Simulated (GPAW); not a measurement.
Band structure of Au₃S (P6_3/mmc, 8 atoms in the cell).

```
Au3S
1.0
    5.75784     0.00000     0.00000
   -2.87892     4.98643     0.00000
    0.00000     0.00000     4.71797
S Au
2 6
Direct
  0.66667   0.33333   0.25000
  0.33333   0.66667   0.75000
  0.33253   0.16626   0.75000
  0.66747   0.83374   0.25000
  0.16626   0.33253   0.25000
  0.83374   0.66747   0.75000
  0.83374   0.16626   0.75000
  0.16626   0.83374   0.25000
```

Method: LDA (Perdew-Wang 92), GPAW PAW datasets LDA (gpaw-data 1.0.1) (plane waves; GPAW).

Settings: mode = pw; ecut = 600 eV; xc = LDA; kpts = 5 5 5; mesh shift (steps) = 0 0 0; occupations.name = methfessel-paxton; occupations.width = 0.136 eV; occupations.order = 0; nbands = -12; convergence.density = 1e-05 e/electron; convergence.energy = 1e-05 eV/electron; symmetry.symmorphic = false; symmetry.tolerance = 0.0005; maxiter = 150.

The starting cell comes from a database of computed structures (which also holds hypothetical and non-ambient phases and stackings), without a prior relaxation at this level. Its lattice was rescaled by a random factor within 2.5 % of one. Spin-orbit coupling is off. The run gives no clean gap (levels at the Fermi energy touch, overlap or are partly filled at this smearing), which alone does not show that the compound is a metal.

Levels in eV from the Fermi level, bands 36 to 43:
```json
[
 {"point": "Γ", "36": "-1.42", "37": "-1.18", "38": "-1.18", "39": "-0.25", "40": "0.44", "41": "0.80", "42": "2.06", "43": "2.06"},
 {"point": "M", "36": "-1.26", "37": "-0.54", "38": "-0.50", "39": "-0.43", "40": "1.06", "41": "1.29", "42": "2.69", "43": "2.80"},
 {"point": "K", "36": "-0.30", "37": "-0.30", "38": "-0.08", "39": "-0.03", "40": "0.69", "41": "0.69", "42": "2.20", "43": "2.20"},
 {"point": "A", "36": "-1.65", "37": "-1.51", "38": "-1.51", "39": "-0.74", "40": "-0.74", "41": "2.79", "42": "2.79", "43": "2.79"},
 {"point": "L", "36": "-1.92", "37": "-1.05", "38": "-1.05", "39": "0.53", "40": "0.53", "41": "2.27", "42": "2.27", "43": "3.14"},
 {"point": "H", "36": "-1.92", "37": "-0.41", "38": "-0.41", "39": "0.09", "40": "0.09", "41": "1.09", "42": "1.09", "43": "3.14"}
]
```

Bands cross the Fermi level along this path, so the cell is metallic at this level.
